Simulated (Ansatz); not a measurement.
Here is the system:

```xyz
5
Lattice="4.0376 0.0000 0.0000 0.0000 4.0376 0.0000 0.0000 0.0000 4.0376" Properties=species:S:1:pos:R:3 pbc="T T T"
K      0.0000     0.0000     0.0000
Ta     2.0188     2.0188     2.0188
O      0.0000     2.0188     2.0188
O      2.0188     2.0188     0.0000
O      2.0188     0.0000     2.0188
```

A single point on KTaO3 with a change (pressure −2 GPa), its geometry relaxed with PBE.

Computed with PBE in Ansatz (plane waves to 420 eV, PAW, spin-orbit coupling included), earlier PAW set. k-mesh 8×8×8 (Γ-centred); smearing 0.05 eV (Fermi–Dirac).

### Question
Predict the gap character and hole mass.

### Answer
The gap character comes out as indirect, R → Γ and the hole mass (degenerate bands, along [100]) is 1.1, 2.8 mₑ (at R).

Single points use the geometry relaxed with PBE. Load acts through the strain it causes; cell and atoms are relaxed under it. Masses are band curvatures over ±0.01 Å⁻¹ around the edge. Whether these cells are dynamically stable was not tested. The cell was made from KTaO$_{3}$ in the cubic perovskite structure (space group Pm-3m, No. 221) by this change: pressure −2 GPa.

Ansatz is an electronic-structure program.
